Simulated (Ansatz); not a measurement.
Take InP in the wurtzite structure (space group P6_3mc, No. 186; a = 4.1487 Å, c = 6.8100 Å; a model cell, its experimental status unchecked) as the base. Axes: x lies along a and z along c of the hexagonal cell.

Computed with Ansatz (a quantum-chemistry and plane-wave program), PBEsol, PAW, cutoff 420 eV, without spin-orbit coupling.

One thing is altered: uniaxial strain ε_zz = +2.47 %, all other strain components held at zero; the atoms relax in the strained cell.

Q: Predict the stress tensor and what it implies for the stiffness.

A: Stress of the strained cell less that of the base (GPa, compression positive):
```
  -0.80    0.00    0.00
   0.00   -0.80    0.00
   0.00    0.00   -3.06
```

Then −Δσ_ii/ε with ε = 0.0247 gives secant stiffness values (nonlinear terms included at this strain): C33 ≈ 124 GPa, C13 ≈ 33 GPa and C23 ≈ 33 GPa.

As a check, the harmonic strain energy −½ V₀ Δσ:ε is 6.0 meV/atom; the computed energy rise is 6.1 meV/atom.

Stability against distortions was not tested. This is not the structure that InP has at room temperature and ambient pressure.
